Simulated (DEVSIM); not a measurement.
## illuminated Si p-on-n cell, one wavelength

System: illuminated Si p-on-n cell, one wavelength, at 300 K.

```
layer (left to right)  material  thickness (μm)  Nd (cm⁻³)  Na (cm⁻³)  τn (s)  τp (s)  absorption coefficient (cm⁻¹)
---------------------  --------  --------------  ---------  ---------  ------  ------  -----------------------------
1                            Si           0.360          -       8e18  8.2e-8  3.7e-7                            140
2                            Si            39.0     5.7e15          -  6.8e-7  6.8e-7                            140
```

Left contact: ohmic, minority electron recombination velocity 2000 cm/s. Right contact: ohmic, minority hole recombination velocity 20000 cm/s. Voltage is applied to the left contact. Recombination: SRH at mid-gap, radiative, Auger. Light enters at the left, 4.2e18 photons cm⁻² s⁻¹, one pass, no reflection. Mobility is μmin + (μ − μmin)/(1 + (N/Nref)^α).

The device is made up for the run: typed textbook-type constants, with dimensions and the other settings drawn at random. Values at 300 K.

```
parameter           Si
-------------  -------
gap (eV)         1.124
affinity (eV)     4.05
permittivity      11.7
Nc (cm⁻³)      2.86e19
Nv (cm⁻³)       3.1e19
μn (cm²/Vs)       1417
μp (cm²/Vs)        470
μn,min              52
μp,min              45
Nref,n          9.7e16
Nref,p          2.2e17
αn                0.68
αp                0.72
B (cm³/s)      4.7e-15
Cn (cm⁶/s)     2.8e-31
Cp (cm⁶/s)     9.9e-32
```

DEVSIM, 1D drift-diffusion, Boltzmann statistics, complete ionisation; no tunnelling, impact ionisation, image-force lowering or self-heating.

```yaml
potential_step_across_the_device_at_zero_bias: 0.869 V
largest_field_in_the_device_at_zero_bias: 150000 V/cm
Dark forward voltage at 1 A/cm²: 0.651 V
Dark forward voltage at 100 A/cm²: 0.839 V
short_circuit_current: 150 mA/cm²
open_circuit_voltage: 0.596 V
fill_factor: 0.82
largest_power: 73.2 mW/cm²
share_of_generated_pairs_collected_at_short_circuit: 0.526
```

Current under light (generator sign):

```
V (V)  J (mA/cm²)
-----  ----------
0.00          150
0.08          150
0.16          150
0.26          149
0.34          149
0.44          149
0.46          148
0.48          147
0.50          145
0.52          141
0.54          131
0.56          111
0.58         68.2
0.60        -21.4
```

Dark forward current:

(V (V), J (A/cm²)): (0.05, 8.5e-9); (0.10, 3.1e-8); (0.15, 9.4e-8); (0.20, 2.9e-7); (0.25, 9.5e-7); (0.30, 3.7e-6); (0.35, 1.7e-5); (0.40, 9.4e-5); (0.45, 0.00058); (0.50, 0.0038); (0.55, 0.026); (0.60, 0.17); (0.65, 0.97); (0.70, 4.3); (0.75, 15); (0.80, 45); (0.85, 130); (0.90, 330); (0.95, 860); (1.00, 2100)
